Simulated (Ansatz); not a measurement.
The starting structures come from a database of crystals and need not be the phases stable at ambient conditions.

 Where the default PAW files enter, the runs use the earlier of Ansatz's two default sets.

Data:

```
AlAs
1.0
    4.00239     0.00000     0.00000
    0.00000     6.57780     0.00000
    2.00120     0.00000     3.46617
Al As
2 2
Direct
  0.33333   0.99932   0.33333
  0.66667   0.49932   0.66667
  0.33333   0.62468   0.33333
  0.66667   0.12468   0.66667
```

Space group of this cell: P6_3mc, wurtzite. The cell is taken as given.

Method: PBEsol (plane waves, PAW; Ansatz, a program for electronic structure).

The current runs along the normal of the first two printed vectors; no spin-orbit coupling. Scaled by the factor s: the length along the current (ions clamped). Meshes 10×6×10 and 8×6 across the current in all rows.

| s | mean pressure (GPa) | band gap (eV) |
|---|---|---|
| 0.97 | 2.5 | 1.43 |
| 1.00 | 0.1 | 1.65 |
| 1.03 | -1.9 | ? |

### Question
Take the slope of the band gap against ln s from the two given rows, extrapolate to s = 1.03, and say what the run there gives.

### Answer
Slope = (1.43 − 1.65) / ln 0.97 = 7.22 eV. The line gives 1.65 + (7.22) × ln 1.03 = 1.86 eV. The run gives 1.45 eV, 0.41 eV under the line, 194 % of the predicted step.
